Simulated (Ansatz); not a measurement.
Input:

```
CELL_PARAMETERS angstrom
      0.00000     2.40966     1.87658
      2.40966     0.00000     1.87658
      2.40966     2.40966     0.00000
ATOMIC_POSITIONS crystal
  Al 0.00000 0.00000 0.00000
  N  0.25000 0.25000 0.25000
```

Computed with r2SCAN with spin-orbit coupling, rigid bands (plane waves, PAW; Ansatz, a first-principles code). Condition of this run: biaxial stress in (001) of -18 GPa (compression positive) (the target of the relaxation). Cell: cell and atoms relaxed with PBEsol, then loaded as said.

Question: What conductivity effective mass do dilute holes have at 300 K?

Answer: 1.61 (x), 1.61 (y), 0.37 (z) mₑ.

Question: Predict the electron conductivity mass (n e² τ/σ) at 300 K, by direction if it differs.

Answer: 0.50 (x), 0.50 (y), 0.32 (z) mₑ.

Question: And the band gap?

Answer: 3.33 eV at this level; semilocal functionals usually fall short of the measured gap.

Rigid bands, one relaxation time for all states, no polarons. Geometry: cell and atoms relaxed with PBEsol.
